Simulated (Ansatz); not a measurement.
Levels about the gap of amorphous Hf18O35F2 (55 atoms in a cell of 713 Å³, 8.88 g/cm³; zone centre alone, so wide bands show as single levels with stretches between that a denser mesh fills), at the geometry that PBE relaxed, where it gives 2.1 GPa on a denser mesh. The participation number counts the atoms over which a state spreads; weights are charges in smoothed Voronoi cells. The levels come from a single point, so bond lengths are those of that geometry. Method of the levels: PBE, scalar-relativistic without spin-orbit coupling (Ansatz, a quantum-chemistry and plane-wave program). Sampling: the zone centre alone; Fermi-Dirac width 0.02 eV; no spin polarisation. At PBE the levels at the filled edge of the gap are localised (band-tail or defect states).

The cell was made by melting and quenching with the CHGNet potential and then relaxed with DFT. O and F atoms were pushed apart under 1.9 Å during the dynamics, to hinder bonds among them. The hot cell started wider than the set density and was brought back towards it in steps. It is the lowest in DFT energy of 2 quenches. It is a model cell: composition and starting density were chosen by hand, and all elements were melted together. No dispersion term was used. Its density started from a set value of 8.88 and ended at 8.88 g/cm³. The simulated quench (nominally 300 K/ps over its main leg) is rapid and tends to freeze in more defects than a deposited or slowly cooled glass has. Values belong to this one cell and scatter from quench to quench. The volume was held where the preparation left it, at a PBE pressure of 2.1 GPa. Stress components on the final sampling reach 3.4 GPa. On a 2×2×2 Γ-centred mesh force components of up to 0.13 eV/Å stay, since the relaxation ran on the zone centre alone. Cycles of charging lowered its energy after that relaxation.

```
E - E(highest filled), eV  filling  participation number        largest on  weight O  weight Hf  weight F
-------------------------  -------  --------------------  ----------------  --------  ---------  --------
-0.49                       filled                  18.0   O, 3 neighbours      0.93       0.07      0.00
-0.42                       filled                  13.7   O, 3 neighbours      0.94       0.06      0.00
-0.37                       filled                  12.3   O, 2 neighbours      0.95       0.05      0.00
-0.28                       filled                  17.3   O, 2 neighbours      0.94       0.05      0.00
-0.25                       filled                  10.6   O, 3 neighbours      0.93       0.06      0.00
-0.18                       filled                  13.9   O, 4 neighbours      0.94       0.06      0.00
0.00                        filled                   4.4   O, 2 neighbours      0.94       0.05      0.00
3.99                         empty                  24.9  Hf, 6 neighbours      0.42       0.56      0.03
4.14                         empty                  20.3  Hf, 6 neighbours      0.39       0.59      0.03
4.26                         empty                  30.9  Hf, 7 neighbours      0.39       0.58      0.02
4.35                         empty                  33.2  Hf, 7 neighbours      0.39       0.59      0.02
4.51                         empty                  20.6  Hf, 7 neighbours      0.38       0.61      0.01
4.52                         empty                  28.9  Hf, 6 neighbours      0.38       0.60      0.02
4.63                         empty                  24.1  Hf, 6 neighbours      0.38       0.60      0.02
```

Most localised among these is the filled level at +0.00 eV, on a O atom, which has 2 neighbours (Hf 2.02 Å, Hf 2.02 Å).
